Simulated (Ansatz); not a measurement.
# A computed series for LaTiO3: pressure series

The parent structure is LaTiO3 in the cubic perovskite structure (space group Pm-3m, No. 221).

```
LaTiO3
1.0
    3.90567     0.00000     0.00000
    0.00000     3.90567     0.00000
    0.00000     0.00000     3.90567
La Ti O
1 1 3
Direct
  0.00000   0.00000   0.00000
  0.50000   0.50000   0.50000
  0.00000   0.50000   0.50000
  0.50000   0.00000   0.50000
  0.50000   0.50000   0.00000
```

Cell and atoms are relaxed at each pressure.

Method: PBEsol/PAW in Ansatz (an electronic-structure program), scalar-relativistic without spin-orbit coupling.

```json
[
 {"P (GPa)": "-2.00", "V (Å³/atom)": "12.038"},
 {"P (GPa)": "-0.98", "V (Å³/atom)": "11.975"},
 {"P (GPa)": "0.30", "V (Å³/atom)": "11.898"},
 {"P (GPa)": "0.70", "V (Å³/atom)": "11.874"},
 {"P (GPa)": "1.50", "V (Å³/atom)": "11.828"},
 {"P (GPa)": "3.00", "V (Å³/atom)": "11.744"},
 {"P (GPa)": "5.00", "V (Å³/atom)": "11.637"},
 {"P (GPa)": "7.50", "V (Å³/atom)": "11.510"},
 {"P (GPa)": "10.00", "V (Å³/atom)": "11.390"}
]
```

A third-order Birch–Murnaghan fit to these points gives V₀ = 11.92 Å³/atom, B₀ = 201 GPa and B₀′ = 4.4. At pressure 10 GPa the volume is 95.6 % of V₀.

Load acts through the strain it causes; cell and atoms are relaxed under it. No phonon test of stability was made. Competing high-pressure phases were not computed. No Hubbard U is applied, and correlation can decide whether such a compound is a metal. All final runs are without spin polarisation. An odd electron count without spin: LaTiO3. Many cubic perovskites are stable only at high temperature; tilts and polar distortions were not tested.
